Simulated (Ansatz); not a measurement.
**Effect of uniaxial strain ε_zz = −0.67 % on SnO2**

The reference is SnO₂ in the rutile structure (space group P4_2/mnm, No. 136; a = 4.828 Å, c = 3.238 Å). Axes: x, y, z lie along a, b, c of the conventional cell.

Perturbation: uniaxial strain ε_zz = −0.67 %, all other strain components held at zero; the atoms relax in the strained cell.

The values are results of PBE, PAW, 420 eV (Ansatz, a program for electronic structure; scalar-relativistic without spin-orbit coupling), earlier PAW set, not measurements. Settings: 7×7×10 k-points, 0.05 eV Fermi–Dirac smearing.

The volume per atom decreases by 0.084 Å³ to 12.49 Å³ and the space group is still P4_2/mnm (No. 136). The shortest interatomic distance falls by 0.007 Å (2.089 Å → 2.082 Å) and the energy goes up by 0.7 meV/atom. The band gap rises by 0.09 eV, from 0.68 eV to 0.77 eV and the gap character stays direct at Γ. The width of the top valence band hardly moves (1.18 eV against 1.19 eV) and the electron mass goes from 0.16 mₑ along c, 0.17 mₑ across (at Γ) to 0.16 mₑ along z, 0.18 mₑ across (at Γ). The valence-band top at Γ (three highest levels, from the VBM) goes from 0.00, -0.73, -0.73 eV to 0.00, -0.75, -0.75 eV and the stress (xx, yy, zz, yz, xz, xy; compression positive) comes out as (0.88, 0.88, 2.59, 0.00, 0.00, 0.00) GPa.

Final structure:

```
CELL_PARAMETERS angstrom
      4.82756     0.00000     0.00000
      0.00000     4.82756     0.00000
      0.00000     0.00000     3.21621
ATOMIC_POSITIONS crystal
  Sn 0.00000 0.00000 0.00000
  Sn 0.50000 0.50000 0.50000
  O  0.30632 0.30632 0.00000
  O  0.80632 0.19368 0.50000
  O  0.19368 0.80632 0.50000
  O  0.69368 0.69368 0.00000
```

Masses are band curvatures over ±0.01 Å⁻¹ around the edge. Stability against distortions was not tested.
